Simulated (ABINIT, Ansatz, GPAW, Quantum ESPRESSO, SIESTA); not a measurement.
**Code comparison for Ta (Im-3m, 1 atom in the cell)**

Self-consistent single point.

```
CELL_PARAMETERS angstrom
     -1.65000     1.65000     1.65000
      1.65000    -1.65000     1.65000
      1.65000     1.65000    -1.65000
ATOMIC_POSITIONS crystal
  Ta 0.00000 0.00000 0.00000
```

Shared settings, as Ansatz (a program for electronic structure) writes them: kpoints.mp_grid.grid = 14 14 14; scf.occupations.method = fermi_dirac; scf.occupations.width = 0.05 eV. Potentials and cutoffs stand in the table.

| code | model | pressure (GPa) | cutoff |
|---|---|---|---|
| SIESTA | GGA PBEsol, numerical atomic orbitals TZP, PseudoDojo PBEsol standard norm-conserving potentials (rewritten from UPF to PSML) | -4.22 | grid 400 Ry |
| Quantum ESPRESSO | PBEsol, PSlibrary ultrasoft (PBE) pseudopotentials | -4.43 | 50 Ry |
| GPAW | PBEsol, GPAW PAW datasets PBEsol (made by gpaw-setup) | -3.06 | 600 eV |
| ABINIT | PBEsol, norm-conserving pseudopotentials (PseudoDojo nc-sr-04 PBEsol standard) | -3.24 | 58 Ry |
| Ansatz | PBEsol, default PAW files made with PBE | -3.40 | 420 eV |

On Ansatz's run: spin-orbit coupling is off. Spin polarisation is off.

The spread over the programs that give each value: pressure within 1.37 GPa.

SIESTA uses small atom-centred bases, whose incompleteness enters pressures, forces and empty levels differently from a plane-wave cutoff. Ansatz's pressure is given at a fixed set of plane waves, as the other plane-wave codes print theirs; with its correction for the finite basis it is -3.35 GPa. In the pressure, Quantum ESPRESSO (by 1.11) lies more than 1 GPa from the median of the plane-wave programs.

The starting cell has typed, rounded lattice constants, without a prior relaxation at this level.

Left out of this page: Elk and FLEUR (not drawn, or without a comparable value).

Keys are those of Ansatz 0.2.
